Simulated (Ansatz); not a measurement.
ZnCo$_{3}$C in the anti-perovskite structure (space group Pm-3m, No. 221; ferromagnetic; a cell from a computed database, its experimental status unchecked)

```cif
data_CCo3Zn
_chemical_formula_sum 'Zn1 Co3 C1'
_space_group_name_H-M_alt 'Pm-3m'
_space_group_IT_number 221
_space_group_name_Hall '-P 4 2 3'
_cell_length_a 3.68382
_cell_length_b 3.68382
_cell_length_c 3.68382
_cell_angle_alpha 90.000
_cell_angle_beta 90.000
_cell_angle_gamma 90.000
loop_
_atom_site_label
_atom_site_type_symbol
_atom_site_symmetry_multiplicity
_atom_site_Wyckoff_symbol
_atom_site_fract_x
_atom_site_fract_y
_atom_site_fract_z
_atom_site_occupancy
Zn1 Zn 1 a 0.00000 0.00000 0.00000 1
Co1 Co 3 c 0.00000 0.50000 0.50000 1
C1 C 1 b 0.50000 0.50000 0.50000 1
```

The values are results of Kohn–Sham DFT with the PBEsol functional, run in Ansatz (a quantum-chemistry and plane-wave program) with PAW and 420 eV plane waves, no spin-orbit coupling, not measurements. Settings: 13×13×13 k-points, 0.05 eV Fermi–Dirac smearing.

| Property | Value |
|---|---|
| Volume per atom | 10.00 Å³ |
| Density | 8.44 g/cm³ |
| Band gap | zero |
| Magnetic state | ferromagnetic |
| Total energy | -3761.382 eV/atom (σ→0; compares only within this code and set-up) |

Other magnetic orders, which the real material may have, were not ruled out. Whether these cells are dynamically stable was not tested.
